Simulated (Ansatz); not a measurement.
A self-consistent single point of Na2Cd (Fd-3m, 6 atoms in the cell) with Ansatz (a first-principles code).

Method of the run: PBE (plane waves, PAW; Ansatz).

The change in words: lattice scaled by 0.985. Reference geometry:
```xyz
6
Lattice="0.0000 4.7475 4.7475 4.7475 0.0000 4.7475 4.7475 4.7475 0.0000" Properties=species:S:1:pos:R:3 pbc="T T T"
Na     1.1869     1.1869     1.1869
Na     1.1869     3.5606     3.5606
Na     3.5606     1.1869     3.5606
Na     3.5606     3.5606     1.1869
Cd     7.1213     7.1213     7.1213
Cd     4.7475     4.7475     4.7475
```

Reference input (self-consistent single point, DFT, PBE, plane waves, default PAW files): basis.ecutwfc = 30.9 Ry; kpoints.mp_grid.grid = 8 8 8; hamiltonian.xc = pbe; hamiltonian.pseudopotentials = {kind: paw} (the program's default PAW files); scf.occupations.method = cold; scf.occupations.width = 0.01 Ry. This run's input differs from it in these lines:

Ansatz 0.2 input:
```diff
@@ -2,12 +2,12 @@
   lattice:
-    - [0.000000, 4.747502, 4.747502]
-    - [4.747502, 0.000000, 4.747502]
-    - [4.747502, 4.747502, 0.000000]
+    - [0.000000, 4.676289, 4.676289]
+    - [4.676289, 0.000000, 4.676289]
+    - [4.676289, 4.676289, 0.000000]
   atoms:
-    - { symbol: Na, position_ang: [1.186875, 1.186875, 1.186875] }
-    - { symbol: Na, position_ang: [1.186875, 3.560627, 3.560627] }
-    - { symbol: Na, position_ang: [3.560627, 1.186875, 3.560626] }
-    - { symbol: Na, position_ang: [3.560626, 3.560626, 1.186875] }
-    - { symbol: Cd, position_ang: [7.121253, 7.121253, 7.121253] }
-    - { symbol: Cd, position_ang: [4.747502, 4.747502, 4.747502] }
+    - { symbol: Na, position_ang: [1.169072, 1.169072, 1.169072] }
+    - { symbol: Na, position_ang: [1.169072, 3.507217, 3.507217] }
+    - { symbol: Na, position_ang: [3.507217, 1.169072, 3.507217] }
+    - { symbol: Na, position_ang: [3.507217, 3.507217, 1.169072] }
+    - { symbol: Cd, position_ang: [7.014433, 7.014433, 7.014433] }
+    - { symbol: Cd, position_ang: [4.676289, 4.676289, 4.676289] }
 basis:
```

The program printed (abridged):

```
SCF iter   1: F=—  HF=-22453.985786 eV  |F-HF|=—  |Δ(HF+E_count)|=         —  Δρ=8.46e-4  dr2=4.84e-3  ethr=1.77e-3  ⟨swp⟩=8.0  Hψ=5053  notcnv=0
all-band conjugate gradients solve this SCF's bands
preconditioner: auto → Kerker (q_TF=auto, 2.313 Å⁻¹)
SCF iter   2: F=—  HF=-22453.986356 eV  |F-HF|=—  |Δ(HF+E_count)|=   5.70e-4  S|Δr|=    0.00e0  Δρ=6.30e-4  dr2=3.04e-3  ethr=6.37e-6  ⟨swp⟩=2.0  Hψ=1622  notcnv=0
   [... lines left out ...]
SCF iter   6: F=—  HF=-22453.985649 eV  |F-HF|=—  |Δ(HF+E_count)|=   3.28e-7  S|Δr|=    0.00e0  Δρ=1.04e-5  dr2=5.05e-7  ethr=5.17e-9  ⟨swp⟩=2.0  Hψ=1677  notcnv=0
SCF iter   7: F=—  HF=-22453.985649 eV  |F-HF|=—  |Δ(HF+E_count)|=   5.99e-8  S|Δr|=    0.00e0  Δρ=4.06e-6  dr2=1.12e-7  ethr=1.32e-10  ⟨swp⟩=8.6  Hψ=5190  notcnv=0
SCF iter   8: F=-22453.985649 eV  HF=-22453.985649 eV  |F-HF|=5.66e-9  |Δ(HF+E_count)|=   1.76e-8  S|Δr|=    0.00e0  Δρ=1.75e-6  dr2=1.05e-8  ethr=1.32e-10  ⟨swp⟩=4.1  Hψ=3806  notcnv=0
SCF 1 converged in 8 iterations: F = -22453.985649 eV  dr2 = 1.05e-8
Stability not checked (fill_not_monotonic)
Free energy (F): -22453.985649 eV
Internal energy: -22453.983113 eV  (E = F + TS)
E sigma→0 (E₀):  -22453.984804 eV
Entropy (-TS):   -0.002536 eV (-0.423 meV/atom)
Fermi energy:    4.104775 eV
--- Forces (eV/Å), atoms counted from 1 ---
  atom   1  Na     0.00000000     0.00000000     0.00000000
   [... zero for the other atoms too ...]
--- Stress (GPa, compression-positive) ---
       -0.762603       0.000000       0.000000
       -0.000000      -0.762603       0.000000
       -0.000000       0.000000      -0.762603
  P = ⅓ Tr σ = -0.7626 GPa (-7.626 kbar)
  The stress holds the Pulay correction. Without it, at fixed plane waves, as pw.x and ABINIT print it: P = -0.7779 GPa
```

The run converged in 8 iterations. Against the reference run the free energy falls by 8.6 meV/atom and the pressure goes from -0.97 to -0.76 GPa.

The starting cell was generated: these elements placed on a structure prototype, without a prior relaxation; it need not be a known phase or ordering of this composition. Its lattice was rescaled by a random factor within 2.5 % of one. For this run, on top of that: lattice scaled by 0.985. Ansatz's pressure includes its estimate of the finite-basis (Pulay) stress.
